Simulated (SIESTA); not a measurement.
Band structure of GaFe (P-6m2, 2 atoms in the cell).

```
CELL_PARAMETERS angstrom
      2.73219     0.00000     0.00000
     -1.36610     2.36615     0.00000
      0.00000     0.00000     4.00740
ATOMIC_POSITIONS crystal
  Ga 0.00000 0.00000 0.50000
  Fe 0.66667 0.33333 0.00000
```
Moments meant for the start (each program seeds them in its own way; μB, in the order of the atoms Ga Fe): 0.0 4.0.

Level of theory: LDA PW92, numerical atomic orbitals TZP, PseudoDojo LDA standard norm-conserving potentials (rewritten from UPF to PSML) (SIESTA).

Settings: XC.functional = LDA; XC.authors = PW92; potentials = PseudoDojo LDA standard; PAO.BasisSize = TZP; PAO.EnergyShift = 0.01 Ry; MeshCutoff = 400 Ry; kgrid.MonkhorstPack = 11 11 7; OccupationFunction = FD; ElectronicTemperature = 100 meV; Spin = polarized; DM.InitSpin = [1 +0.00, 2 +4.00]; MaxSCFIterations = 150; SCF.Mixer.Method = Pulay; SCF.Mixer.Weight = 0.1.

The starting cell comes from a database of computed structures (which also holds hypothetical and non-ambient phases and stackings), without a prior relaxation at this level. Its lattice was rescaled by a random factor within 2.5 % of one. With one magnetic atom in the cell only a parallel order is possible. Values carry the incompleteness of an atom-centred basis.

Levels in eV from the Fermi level, bands 13 to 18 of the first spin channel:
```csv
point,13,14,15,16,17,18
Γ,-2.07,-2.07,-1.41,-1.41,3.00,14.06
M,-3.08,-1.63,-0.57,0.43,5.27,6.22
K,-3.11,-2.45,-0.18,-0.15,0.93,7.51
A,-2.01,-2.01,-1.45,-1.45,12.79,14.05
L,-1.95,-1.86,-0.73,-0.57,0.80,3.98
H,-2.38,-1.68,-1.26,1.58,1.70,2.77
```

Bands cross the Fermi level along this path, so the cell is metallic at this level.

Higher empty bands are left out: an atom-centred basis made for the valence describes them poorly.

The net moment of the cell came out as 1.97 μB.
